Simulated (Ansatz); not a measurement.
**SrCl2: uniaxial strain ε_zz = +2.00 %**

Start from SrCl2 in the fluorite structure (space group Fm-3m, No. 225; a = 6.9078 Å). Axes: x, y, z lie along the cube axes.

It is then changed as follows: uniaxial strain ε_zz = +2.00 %, all other strain components held at zero, atoms relaxed at fixed cell.

Method: PBEsol (Ansatz, a program for electronic structure, PAW, no spin-orbit coupling). Γ-centred 8×8×8 mesh, Fermi–Dirac width 0.05 eV.

The volume per atom grows by 0.55 Å³ (27.47 Å³ → 28.02 Å³) and the space group becomes I4/mmm (No. 139) (base: Fm-3m (No. 225)). The energy increases by 2.4 meV/atom and the pressure (mean of the normal stresses, compression positive) goes from zero to -7.2 kbar. The band gap drops by 0.13 eV (5.25 eV → 5.12 eV) and the gap character amounts to indirect, X → Γ. The smallest direct gap decreases by 0.03 eV, from 5.34 eV to 5.31 eV and the electron mass becomes 0.34 mₑ along z, 0.40 mₑ across (at Γ) (base: 0.37 mₑ (at Γ)). The stress (xx, yy, zz, yz, xz, xy; compression positive) comes out as (-0.38, -0.38, -1.38, 0.00, 0.00, 0.00) GPa.

Final structure:

```
SrCl2
1.0
    0.00000     3.45392     3.52300
    3.45392     0.00000     3.52300
    3.45392     3.45392     0.00000
Sr Cl
1 2
Direct
  0.00000   0.00000   0.00000
  0.25000   0.25000   0.25000
  0.75000   0.75000   0.75000
```

Effective masses come from finite differences of ±0.01 Å⁻¹. Stability against distortions was not tested. k-point labels follow each cell's own Brillouin zone.
